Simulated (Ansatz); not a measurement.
## Zr in the hcp (Mg type) structure (space group P6_3/mmc, No. 194)

```
Zr
1.0
    3.14556     0.00000     0.00000
   -1.57278     2.72413     0.00000
    0.00000     0.00000     5.08559
Zr
2
Direct
  0.66667   0.33333   0.75000
  0.33333   0.66667   0.25000
```

All numbers come from LDA (Ansatz, a quantum-chemistry and plane-wave program; PAW; 420 eV plane waves; no spin-orbit coupling). k-mesh 17×17×9 (Γ-centred); smearing 0.05 eV (Fermi–Dirac).

| Item | Value |
|---|---|
| Volume per atom | 21.79 Å³ |
| Density | 6.95 g/cm³ |
| Band gap | zero |
| Total energy | -4077.463 eV/atom (σ→0; compares only within this code and set-up) |

Stability against distortions was not tested. The final runs are not spin-polarised.
